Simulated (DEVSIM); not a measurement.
Schottky contact on n-type Si

Device: Schottky contact on n-type Si, at 300 K.

| layer (left to right) | material | thickness (μm) | Nd (cm⁻³) | τn (s) | τp (s) |
|---|---|---|---|---|---|
| 1 | Si | 2.00 | 1.4e15 | 1.4e-7 | 1.4e-7 |
| 2 | Si | 26.0 | 2.7e18 | 1.4e-7 | 1.4e-7 |

Left contact: Schottky, work function 4.69 eV, emission velocity 4.9e6 cm/s. Right contact: ohmic. Voltage is applied to the left contact. Recombination: SRH at mid-gap. Mobility is constant in doping.

Constants are typed, rounded textbook-type inputs, not results; the design itself was drawn at random and stands for no fabricated device. Values at 300 K.

| parameter | Si |
|---|---|
| gap (eV) | 1.124 |
| affinity (eV) | 4.05 |
| permittivity | 11.7 |
| Nc (cm⁻³) | 2.86e19 |
| Nv (cm⁻³) | 3.1e19 |
| μn (cm²/Vs) | 1417 |
| μp (cm²/Vs) | 470 |

Model (solved in DEVSIM): 1D drift-diffusion, Boltzmann statistics, complete ionisation; no tunnelling, impact ionisation, image-force lowering or self-heating. Metal contacts follow the ideal Schottky-Mott rule: no Fermi-level pinning, no interface dipoles.

| Item | Value |
|---|---|
| Potential step across the device at zero bias | 0.579 V |
| Dark forward voltage at 1 A/cm² | 0.214 V |
| Dark forward voltage at 100 A/cm² | 0.397 V |

Dark forward current:

(V (V), J (A/cm²)): (0.05, 0.0018); (0.10, 0.014); (0.15, 0.094); (0.20, 0.61); (0.25, 3.7); (0.30, 17); (0.35, 51); (0.40, 100); (0.45, 170); (0.50, 240); (0.55, 320); (0.60, 410); (0.65, 500); (0.70, 590); (0.75, 690); (0.80, 790); (0.85, 880); (0.90, 980); (0.95, 1100); (1.00, 1200); (1.05, 1300); (1.10, 1400); (1.15, 1500); (1.20, 1600); (1.25, 1700); (1.30, 1800); (1.35, 1900); (1.40, 2000)
